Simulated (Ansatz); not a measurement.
Input and output of a self-consistent single point for Sb2Pt (Pa-3, 12 atoms in the cell) (Ansatz, an electronic-structure program).

Computed with PBE, PAW files (plane waves; Ansatz).

```
CELL_PARAMETERS angstrom
      6.56477     0.00000     0.00000
      0.00000     6.56477     0.00000
      0.00000     0.00000     6.56477
ATOMIC_POSITIONS crystal
  Sb 0.37525 0.12475 0.87525
  Sb 0.62475 0.87525 0.12475
  Sb 0.12475 0.87525 0.37525
  Sb 0.87525 0.12475 0.62475
  Sb 0.87525 0.37525 0.12475
  Sb 0.12475 0.62475 0.87525
  Sb 0.62475 0.62475 0.62475
  Sb 0.37525 0.37525 0.37525
  Pt 0.00000 0.50000 0.50000
  Pt 0.50000 0.50000 0.00000
  Pt 0.50000 0.00000 0.50000
  Pt 0.00000 0.00000 0.00000
```

Reference input (self-consistent single point, DFT, PBE, plane waves, PAW files): basis.ecutwfc = 420 eV; kpoints.mp_grid.grid = 5 5 5; hamiltonian.xc = pbe; hamiltonian.pseudopotentials = {kind: paw} (the program's default PAW files); scf.occupations.method = cold; scf.occupations.width = 0.136 eV. This run's input differs from it in these lines:

Ansatz 0.2 input:
```diff
@@ -20,3 +20,3 @@
 basis:
-  ecutwfc: 420.0
+  ecutwfc: 295.0
 kpoints:
```

Output, abridged:

```
SCF iter   1: F=—  HF=-101985.028596 eV  |F-HF|=—  |Δ(HF+E_count)|=         —  Δρ=8.63e-2  dr2=2.89e1  ethr=3.10e-3  ⟨swp⟩=6.0  Hψ=4651  notcnv=0  defer=10
all-band conjugate gradients solve this SCF's bands
preconditioner: auto → Resta (q_TF=auto, 2.558 Å⁻¹)
SCF iter   2: F=—  HF=-101980.901513 eV  |F-HF|=—  |Δ(HF+E_count)|=    4.13e0  S|Δr|=   3.72e-4  Δρ=3.83e-2  dr2=5.71e0  ethr=3.10e-3  ⟨swp⟩=2.0  Hψ=1855  notcnv=0  defer=131
   [... lines left out ...]
SCF iter   6: F=—  HF=-101980.012388 eV  |F-HF|=—  |Δ(HF+E_count)|=   3.09e-5  S|Δr|=    0.00e0  Δρ=5.45e-5  dr2=8.41e-6  ethr=8.09e-8  ⟨swp⟩=2.0  Hψ=2029  notcnv=0  defer=122
SCF iter   7: F=—  HF=-101980.012570 eV  |F-HF|=—  |Δ(HF+E_count)|=   1.82e-4  S|Δr|=    0.00e0  Δρ=1.71e-5  dr2=8.68e-7  ethr=4.38e-9  ⟨swp⟩=2.0  Hψ=2036  notcnv=0  defer=122
SCF iter   8: F=-101980.012571 eV  HF=-101980.012571 eV  |F-HF|=8.86e-9  |Δ(HF+E_count)|=   5.07e-7  S|Δr|=    0.00e0  Δρ=3.04e-6  dr2=2.85e-8  ethr=5.21e-11  ⟨swp⟩=11.0  Hψ=5863  notcnv=0
SCF 1 converged in 8 iterations: F = -101980.012571 eV  dr2 = 2.85e-8
Stability not checked (fill_not_monotonic)
Free energy (F): -101980.012571 eV
Internal energy: -101980.014010 eV  (E = F + TS)
E sigma→0 (E₀):  -101980.013051 eV
Entropy (-TS):   0.001440 eV (0.120 meV/atom)
Fermi energy:    13.689543 eV
--- Forces (eV/Å), atoms counted from 1 ---
  atom   1  Sb    -0.05027446     0.05027446    -0.05027446
  atom   2  Sb     0.05027446    -0.05027446     0.05027446
  atom   3  Sb     0.05027446    -0.05027446    -0.05027446
  atom   4  Sb    -0.05027446     0.05027446     0.05027446
   [... lines left out ...]
  atom  12  Pt     0.00000000    -0.00000000    -0.00000000
--- Stress (GPa, compression-positive) ---
       -0.330841      -0.000000       0.000000
       -0.000000      -0.330841       0.000000
        0.000000       0.000000      -0.330841
  P = ⅓ Tr σ = -0.3308 GPa (-3.308 kbar)
  The stress holds the Pulay correction. Without it, at fixed plane waves, as pw.x and ABINIT print it: P = -6.3263 GPa
```

The run converged in 8 iterations. Against the reference run the free energy rises by 82.9 meV/atom, the pressure goes from -0.57 to -0.33 GPa and the largest force goes from 0.071 to 0.087 eV/Å.

The starting cell comes from a database of computed structures (which also holds hypothetical and non-ambient phases and stackings), without a prior relaxation at this level. Its lattice was rescaled by a random factor within 2.5 % of one. Spin polarisation is off. Ansatz's pressure includes its estimate of the finite-basis (Pulay) stress. Without the estimate this run gives -6.33 GPa. The cutoff lies below the one recommended for these files.
